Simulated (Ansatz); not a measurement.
Relaxed 32-atom cells of Ni(Si,Ge) in the MnP type type, of low symmetry and near-random order, with the end members in the same type and cell. The MnP type type need not be the stable form of every end member, so that mixing against the stable forms can cost more. Here −b is the interaction parameter Ω of a regular solution. Left out are ordered and sheared cells and those that changed their type; one cell stands for each fraction.

Method: PBE (plane waves to 420 eV, PAW; Ansatz, a first-principles code). Spin–orbit coupling is left out; the runs are not spin-polarised.

```tsv
cell	fraction of Ge	mixing enthalpy (meV a mixed site)
NiSi	0	0
Ni4GeSi3	0.2500	15
Ni4Ge3Si	0.7500	withheld
Ni8Ge7Si	0.8750	8
NiGe	1	0
```

Question: Fit y = y0 + (y1 − y0) x − b x (1 − x), with y0 and y1 the end rows to the rows shown by least squares, with x the second column and y the third, and predict the withheld row.

Answer: The fit gives b = -78, with a root-mean-square miss of 0.3 on the rows shown. At x = 0.7500 it predicts 15; the run gives 11, a miss of +4.
